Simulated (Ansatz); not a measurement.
For InP (model structure, started from the CsCl type, Pm-3m, No. 221, 2 atoms in the cell), PBE (PAW; Ansatz, a first-principles code) gives:

- lattice constant a: 3.448 Å
- bulk modulus: 64.1 GPa
- cohesive energy: 2.54 eV/atom

Question: What does r²SCAN in Ansatz (plane waves, PAW) give for the same quantities?

Answer: 
- lattice constant a: 3.424 Å (falls by 0.7 %)
- bulk modulus: 71.0 GPa (grows by 11 %)
- cohesive energy: 2.51 eV/atom (shrinks by 0.03 eV/atom)

Changes are worked out from the printed values.

Unless a cell is named, each level is at its own relaxed cell (PBE 20.50, r²SCAN 20.07 Å³/atom).

Levels without +SOC leave out spin–orbit coupling, which shifts energies and cells of such heavy elements.

Caveats: the bulk modulus is −V dP/dV from two relaxed cells at ±2 % in volume (PBE, r²SCAN). Ansatz's density-functional and Hartree–Fock values are scalar-relativistic unless marked +SOC, with PAW data made under PBE.

A model structure was made by putting elements into a prototype or built by hand; it is no filed structure, need not be a known phase, and can be a saddle point held by its symmetry.
